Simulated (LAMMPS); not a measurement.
Pressure dependence of Cu (fcc) at 1770 K, from the melt.

Computed with classical MD, pair style eam, the elements' _u3.eam files (universal-3 set of Foiles, Baskes and Daw), run in LAMMPS.

```tsv
P (GPa)	state	volume	coordination number	self-diffusion coefficient of Cu (not corrected for cell size)
0	liquid	13.967 ± 0.002 Å³/atom	12.9 (counted to 3.54 Å)	(6.96 ± 0.08) × 10^-5 cm²/s
2	liquid	13.545 ± 0.002 Å³/atom	12.9 (counted to 3.50 Å)	(6.04 ± 0.05) × 10^-5 cm²/s
5	liquid	13.034 ± 0.001 Å³/atom	13.3 (counted to 3.50 Å)	(5.03 ± 0.05) × 10^-5 cm²/s
```

Caution (rows 2; 5): a run this short can hold a crystal over, or a liquid under, the potential's own melting point, which these runs don't give.

Estimate the isothermal bulk modulus at zero pressure. A parabola P(ln V) through the three points gives −dP/d ln V = 59 GPa at zero pressure.

States go by the mean squared displacement: a species diffuses where it passes 1.5 Å², still rises and gives D over 1e-6 cm²/s; a crystal has left its structure where atoms lie 0.35 Å off their sites on average or a cubic box changes its shape by 3 %, or the axial ratios of another lie 8 % off the starting cell's, which the potential's own relaxation can also do.

Errors of D are the spread over four groups of atoms in one short run; a floor of about 5 %, a picked value, is safer.

Errors shown are sampling errors alone.
